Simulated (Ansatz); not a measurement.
## By hand: formation energy of AlV2C (P6₃/mmc) from the elements

Consider the formation energy of AlV2C (P6₃/mmc) from the elements. Reaction: C (graphite) + Al (fcc) + 2 V (bcc) → AlV2C (P6₃/mmc). A negative value means that the right-hand side lies lower. The value is per atom of the solid.

AlV2C (P6₃/mmc), 8 atoms in the cell; this is a cell from a database of computed structures that this text hasn't matched to a measured one; spin state with PBE: no moments. Conventional cell: a = b = 2.8697 Å, c = 12.9900 Å, α = β = 90.00°, γ = 120.00°.

Setting: static, neutral cells in Ansatz (PAW) whose structures rest at the PBE+D3(BJ) level. Ansatz (an electronic-structure program) runs with its default PAW set. Other levels take these structures. The lattices are those relaxed with PBE+D3(BJ), so at other levels the solids can be strained, which adds to the spread.

Total energies of the cells in eV, at zero smearing width. They compare only within one column; the weights balance every element.

```
cell             atoms  weight    PBE+D3(BJ)          RPBE
---------------  -----  ------  ------------  ------------
AlV2C (P6₃/mmc)      8      +2  -13234.53465  -13256.58266
C (graphite)         4      −1   -1004.33912   -1008.87576
Al (fcc)             1      −4    -537.84798    -540.42815
V (bcc)              1      −8   -2913.10824   -2916.78820
```

PBE+D3(BJ): 2 × (-13234.53465) − (-1004.33912) − 4 × (-537.84798) − 8 × (-2913.10824) = -8.472 eV; dividing by 16 atoms gives -0.53 eV/atom.

RPBE: 2 × (-13256.58266) − (-1008.87576) − 4 × (-540.42815) − 8 × (-2916.78820) = -8.271 eV; dividing by 16 atoms gives -0.52 eV/atom.

What follows from the PBE+D3(BJ) value: A formula unit of AlV2C has 4 atoms, so it forms with -0.5295 × 4 = -2.118 eV, or -204.4 kJ/mol at 96.485 kJ/mol per eV.
